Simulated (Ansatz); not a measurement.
# Several settings converged on Sb (R-3m, 2 atoms in the cell)

```
CELL_PARAMETERS angstrom
      3.97713    -2.16578     0.00000
      3.97713     2.16578     0.00000
      2.79774     0.00000     3.56101
ATOMIC_POSITIONS crystal
  Sb 0.23791 0.23791 0.23791
  Sb 0.76650 0.76650 0.76650
```

Base method: PBEsol, PAW files made with PBE (plane waves; Ansatz, an electronic-structure program).

Base settings: basis.ecutwfc = 420 eV; kpoints.mp_grid.grid = 9 9 9; hamiltonian.xc = pbesol; hamiltonian.pseudopotentials = {kind: paw} (the program's default PAW files); scf.occupations.method = fermi_dirac; scf.occupations.width = 0.1 eV.

The count of work is k-points × plane waves × bands × iterations; it is no time. 

**The cutoff for other potential files**

Level: DFT, PBEsol, plane waves, harder PAW files (source: ansatz) made with PBE.

In this ladder: hamiltonian.pseudopotentials = {kind: paw, source: ansatz}.

The second cell is the first with its lattice scaled by 0.98.

The mesh stays at the base's, so the ladder's end is converged at best in this setting alone.

The first pressure column holds Ansatz's estimate of the finite-basis (Pulay) stress, which hides part of the cutoff error; the other is without it.

Only quantities that move along the ladder and can be compared are tabulated.

```csv
basis.ecutwfc,free energy less the last step's (meV/atom),energy of the compressed cell less the first (meV/atom),pressure (GPa),pressure without the Pulay estimate (GPa),largest difference of a force vector from the last step's (eV/Å),count of work / last
205 eV,39779.52,-19.07,0.24,-1063.76,0.438,0.12
255 eV,6050.13,21.06,-1.17,-205.51,0.186,0.14
320 eV,472.41,2.70,-1.49,-23.03,0.006,0.21
390 eV,20.06,2.99,-1.44,-2.82,0.001,0.27
460 eV,0.48,2.96,-1.44,-1.47,0.000,0.35
550 eV,0.15,2.96,-1.44,-1.44,0.000,0.46
690 eV,0.08,2.96,-1.44,-1.44,0.000,0.65
920 eV,0.00,2.96,-1.44,-1.44,0.000,1.0
```

Coarsest basis.ecutwfc that holds the free energy within 5 meV/atom of the last step, with all finer ones: 460 eV, at 0.35 of the last step's count of work; the step before is off by 20 meV/atom.

Coarsest basis.ecutwfc that holds the pressure within 0.1 GPa of the last step, with all finer ones: 320 eV, at 0.21 of the last step's count of work; the step before is off by 0.27 GPa.

Coarsest basis.ecutwfc that holds the energy of the compressed cell less the first within 0.2 meV/atom of the last step, with all finer ones: 390 eV, at 0.27 of the last step's count of work; the step before is off by 0.26 meV/atom.

The energy difference between the two cells stays within 1 meV/atom of the last step's from 320 eV on, the total only from 460 eV on: much of the error is common to both cells and cancels.

At the lowest cutoff the pressure without the Pulay estimate lies 1060 GPa under the last step's, the usual sign of Pulay stress in an incomplete plane-wave basis.

**The relaxed cell against the cutoff**

On Sb (R-3m, 2 atoms in the cell): atoms on their sites.

In this ladder: relax = cell and atoms.

The mesh stays at the base's, so the ladder's end is converged at best in this setting alone.

Only quantities that move along the ladder and can be compared are tabulated.

| basis.ecutwfc | relaxed volume (Å³/atom) | relaxation steps |
|---|---|---|
| 210 eV | 30.366 | 64 |
| 250 eV | 29.729 | 34 |
| 295 eV | 29.861 | 12 |
| 355 eV | 29.848 | 5 |
| 420 eV | 29.828 | 5 |
| 505 eV | 29.827 | 5 |
| 630 eV | 29.827 | 5 |
| 840 eV | 29.826 | 5 |

Coarsest basis.ecutwfc that holds the relaxed volume within 0.03 Å³/atom of the last step, with all finer ones: 355 eV; the step before is off by 0.035 Å³/atom.

At the lowest cutoff the cell relaxes to a volume 1.8 % larger than at the highest. Ansatz relaxes on a stress corrected for the finite basis.

On the base run: the starting cell has typed, rounded lattice constants, without a prior relaxation at this level. Its lattice was rescaled by up to half a per cent. One atom was moved a little off its site on purpose.

Keys are those of Ansatz 0.2.
